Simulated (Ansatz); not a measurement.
Here is the system:

```xyz
2
Lattice="3.1751 0.0000 0.0000 0.0000 3.1751 0.0000 1.5876 -1.5876 2.2777" Properties=species:S:1:pos:R:3 pbc="T T T"
P      3.1751     1.5876     1.1388
B      0.0000     0.0000     0.0000
```

No spin polarisation.

All numbers come from plane-wave PAW DFT at the r2SCAN level (Ansatz, an electronic-structure program, 500 eV), no spin-orbit coupling. Settings: 12×12×12 k-points, 0.05 eV Fermi–Dirac smearing.

Question: Predict the band gap and in-plane stress.

Answer: Band gap: 1.27 eV
Mean in-plane stress (compression positive): +4.3 GPa

The cells carry an imposed strain or load. Stability against distortions was not tested. The cell was made from BP in the zinc blende structure (space group F-43m, No. 216) by this change: biaxial strain −1.02 %, plane normal [001], relaxed out of plane.
